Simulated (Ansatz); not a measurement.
Consider SnTe in the rock salt structure (space group Fm-3m, No. 225).

```cif
data_Sn4Te4
_chemical_formula_sum 'Te4 Sn4'
_space_group_name_H-M_alt 'Fm-3m'
_space_group_IT_number 225
_space_group_name_Hall '-F 4 2 3'
_cell_length_a 6.36965
_cell_length_b 6.36965
_cell_length_c 6.36965
_cell_angle_alpha 90.000
_cell_angle_beta 90.000
_cell_angle_gamma 90.000
loop_
_atom_site_label
_atom_site_type_symbol
_atom_site_symmetry_multiplicity
_atom_site_Wyckoff_symbol
_atom_site_fract_x
_atom_site_fract_y
_atom_site_fract_z
_atom_site_occupancy
Te1 Te 4 a 0.00000 0.00000 0.00000 1
Sn1 Sn 4 b 0.50000 0.50000 0.50000 1
```
(The calculation used a cell of 2 atoms; values per cell refer to that cell.)

The other end (x = 1) is CdTe in the rock salt structure (space group Fm-3m, No. 225; a model cell): 28.13 Å³/atom, gap zero; this end may not be an ambient phase.

Level of theory: r2SCAN (Ansatz, a first-principles code), no spin-orbit coupling.

Cd replaces a fraction x of Sn; each row is one arrangement (x, atoms in the cell, starting space group or random), fully relaxed.

One change was made to it. Results:

```json
[
 {"quantity": "band gap", "base": "0.13 eV", "after": "zero"},
 {"quantity": "deviation of the volume from the linear (Vegard-type) interpolation", "base": "–", "after": "-0.2 %"},
 {"quantity": "shortest interatomic distance", "base": "3.185 Å", "after": "3.095 Å"}
]
```

Which of these changes matches the shifts?
A) x(Cd) = 0.75, 8 atoms, Pmmm
B) x(Cd) = 0.25, 8 atoms, R-3m
C) x(Cd) = 0.25, 8 atoms, Cmmm
D) x(Cd) = 0.25, 8 atoms, Pmmm
E) x(Cd) = 0.5, 4 atoms, R-3m

C, x(Cd) = 0.25, 8 atoms, Cmmm. For comparison, the shortest interatomic distance in the other runs: x(Cd) = 0.25, 8 atoms, R-3m gives 3.075 Å; x(Cd) = 0.25, 8 atoms, Pmmm gives 3.077 Å; x(Cd) = 0.5, 4 atoms, R-3m gives 3.063 Å; x(Cd) = 0.75, 8 atoms, Pmmm gives 3.029 Å.

Each cell is one ordered arrangement of few atoms, which overstates ordering effects compared with a random alloy. Spin-orbit coupling, missing from the scalar runs, can matter with Te. No phonon test of stability was made. The final runs are not spin-polarised. This is not the structure that CdTe has at room temperature and ambient pressure. A zero or small gap of SnTe, CdSn3Te4 and CdSnTe2 can be the functional's error rather than a property of the material.
